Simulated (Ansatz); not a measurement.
Start from Ti in the hcp (Mg type) structure (space group P6_3/mmc, No. 194; relaxed with 0.1 eV smearing).

```
Ti
1.0
    2.93639     0.00000     0.00000
   -1.46820     2.54299     0.00000
    0.00000     0.00000     4.64022
Ti
2
Direct
  0.66667   0.33333   0.75000
  0.33333   0.66667   0.25000
```

Cartesian axes are those of the cell as printed.

All numbers come from r2SCAN (Ansatz, a quantum-chemistry and plane-wave program, PAW, no spin-orbit coupling).

One thing is altered: the cell is stretched by 1.00 % along x with no lateral relaxation; the atoms relax in the strained cell.

Q: Predict the stress tensor and what it implies for the stiffness.

A: Stress of the strained cell less that of the base (GPa, compression positive):
```
   -1.7     0.0     0.0
    0.0    -1.0     0.0
    0.0     0.0    -0.8
```

Then −Δσ_ii/ε with ε = 0.0100 gives relaxed-ion elastic constants: C11 ≈ 172 GPa, C12 ≈ 96 GPa and C13 ≈ 75 GPa.

Whether these cells are dynamically stable was not tested. All final runs are without spin polarisation.
